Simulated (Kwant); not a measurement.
Model system: quantum point contact (saddle potential) in a Ge (holes) two-dimensional gas. Effective mass 0.06 mₑ, grid spacing 4 nm, hard walls, nominal width 80 nm (19 grid rows, so walls 80 nm apart), one parabolic valley, scattering region 240 nm long along x; energies count from the band bottom; Fermi energy swept from 0.00048962 to 0.012181 eV. Potential (V0 + ½k y²) cos²(πx/L) for |x| < L/2, with V0 = 0.0047 eV, k = 1.7e-05 eV/nm², L = 71 nm.

Constants are typed, rounded textbook-type inputs, not results; the design itself was drawn at random and stands for no fabricated device.

Kwant, effective-mass tight-binding model on a square grid, one spin, coherent transport at 0 K. Conductance is in e²/h.

Density of the scattering states that come in from the left lead, at energy = 0.00642 eV, in bins, relative to the largest site value (x marks bins outside the device):

```
|                                            |
|   .:-:.    .:::..                          |
|  .-+*+-.  .-===-:.                         |
|  .=#%#=:..:=***+=:.                        |
|. .+@@%=:.:-+*###+-:.                       |
|. .+@@#=:.:-+*###*=:..                      |
|. .=%%*-..-===+***+-:..                     |
|.  -**=...-=-::-+*+=-:..                    |
|.  :==:  .-=-. :=++=-:..                    |
|.  :==:  .-=:  .=++=-:..                    |
|.  :==:  .-=-. :=++=-:..                    |
|.  -**=...-=-::-+*+=-:..                    |
|. .=%%*-..-===+***+-:..                     |
|. .+@@#=:.:-+*###*=:..                      |
|. .+@@%=:.:-+*###+-:.                       |
|  .=#%#=:..:=***+=:.                        |
|  .-+*+-.  .-===-:.                         |
|   .:-:.    .:::..                          |
|                                            |
```
Scale: ten equal steps from 0.001 (start of ' ') to 1.00 (end of '@'), in the order ' .:-=+*#%@'; x runs from -113 to 113, y from -34.4 (bottom) to 34.4 (top).

The conductance there is 0.34 e²/h with 2 open channel(s) in the leads.
